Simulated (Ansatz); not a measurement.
The reference is GaN in the zinc blende structure (space group F-43m, No. 216).

```
CELL_PARAMETERS angstrom
      0.00000     2.24895     2.24895
      2.24895     0.00000     2.24895
      2.24895     2.24895     0.00000
ATOMIC_POSITIONS crystal
  Ga 0.00000 0.00000 0.00000
  N  0.25000 0.25000 0.25000
```

Cartesian axes are those of the cell as printed.

Calculations: Kohn–Sham DFT with the r2SCAN functional, run in Ansatz (a quantum-chemistry and plane-wave program) with PAW and 500 eV plane waves, scalar-relativistic without spin-orbit coupling.

Strains are applied to the cell and any free atomic positions relax.

One change was made to it. Results:

```csv
quantity,base,after
band gap,2.17 eV,2.03 eV
"valence-band top at Γ (three highest levels, from the VBM)","0.00, 0.00, 0.00 eV","0.00, -0.12, -0.23 eV"
energy relative to the base (free energy F),0 meV/atom,+6.7 meV/atom
```

Problem. Which change produced these results?
A. tensor shear ε_xy = +0.57 %
B. tensor shear ε_xy = +1.14 %
C. tensor shear ε_xy = +0.29 %
D. tensor shear ε_xy = +1.43 %
E. tensor shear ε_xy = +1.71 %

Solution. E, tensor shear ε_xy = +1.71 %. For comparison, the valence-band top at Γ in the other runs: tensor shear ε_xy = +1.14 % gives 0.00, -0.08, -0.15 eV; tensor shear ε_xy = +0.29 % gives 0.00, -0.02, -0.04 eV; tensor shear ε_xy = +0.57 % gives 0.00, -0.04, -0.07 eV; tensor shear ε_xy = +1.43 % gives 0.00, -0.10, -0.19 eV.

Stability against distortions was not tested. This is not the structure that GaN has at room temperature and ambient pressure.
